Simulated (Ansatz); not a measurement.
ScAl3, pressure series

Base system: ScAl₃ in the Cu3Au type structure (space group Pm-3m, No. 221; a = 4.105 Å).

Cell and atoms are relaxed at each pressure.

All numbers come from PBE in Ansatz (plane waves to 420 eV, PAW, no spin-orbit coupling), earlier PAW set.

Notes on the quantities. enthalpy: H = E + PV relative to the base's energy.

```
variant                enthalpy     density  shortest interatomic distance
----------------  -------------  ----------  -----------------------------
base                          –  3.02 g/cm³                        2.903 Å
pressure −2 GPa   -0.22 eV/atom  2.95 g/cm³                        2.927 Å
pressure −1 GPa   -0.11 eV/atom  2.99 g/cm³                        2.915 Å
pressure 3 GPa    +0.32 eV/atom  3.12 g/cm³                        2.872 Å
pressure 7 GPa    +0.73 eV/atom  3.24 g/cm³                        2.836 Å
pressure 15 GPa   +1.51 eV/atom  3.45 g/cm³                        2.778 Å
pressure 30 GPa   +2.86 eV/atom  3.77 g/cm³                        2.696 Å
pressure 50 GPa   +4.51 eV/atom  4.12 g/cm³                        2.617 Å
pressure 75 GPa   +6.41 eV/atom  4.49 g/cm³                        2.544 Å
pressure 100 GPa  +8.16 eV/atom  4.81 g/cm³                        2.487 Å
```

Load acts through the strain it causes; cell and atoms are relaxed under it. Whether these cells are dynamically stable was not tested. No other phases were tried under pressure. The final runs are not spin-polarised.

Ansatz is a program for electronic structure.
